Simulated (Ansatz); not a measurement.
The starting structures come from a database of crystals and need not be the phases stable at ambient conditions.

Tunnelling through a barrier is set by its complex band structure: the current falls as exp(−2κd) with the smallest κ.

Given:

```xyz
4
Lattice="8.0430 0.0000 0.0000 -2.7245 7.6366 0.0000 -1.3623 3.8183 2.3406" Properties=species:S:1:pos:R:3 pbc="T T T"
Ba     5.1671     1.8435     0.0000
Ba     0.1513     5.7931     0.0000
P      2.6592     3.8183     0.0000
Cl     0.0000     0.0000     0.0000
```

The cell is taken as given.

Transport runs along the normal of the first two printed cell vectors, the (110) plane of the conventional cell.

The gap is the functional's own. No spin-orbit coupling. Mid-gap values are those at the computed energy nearest the middle.

Problem. State the band gap and the smallest decay constant κ at mid-gap according to r2SCAN run with Ansatz (an electronic-structure program).

Solution. Gap 1.45 eV on a 12×12×12 mesh; κ = 0.214 1/Å, at the zone centre.
